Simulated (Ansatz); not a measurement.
We consider ErPd3 (Pm-3m, No. 221), described by r²SCAN in Ansatz (plane waves, PAW).

Run with plane-wave cutoff 500 eV, 14×14×14 k mesh, Fermi–Dirac smearing 0.1 eV, spin-polarised start, scalar-relativistic PAW data made under PBE.

Computed at the level's own relaxed cell.

Task: Give the computed volume per atom and lattice constant a.

Result: 
- volume per atom: 16.89 Å³/atom
- lattice constant a: 4.072 Å

Note: the magnetic order was assumed, not searched for or taken from measurement; the 4f shell is treated without U or exact exchange, so its levels and filling can be wrong.

Spin–orbit coupling is not included.

The computed numbers hold no vibrational or temperature effects.

The result took about 8 core-minutes (a rough figure).

Ansatz is a quantum-chemistry and plane-wave program.
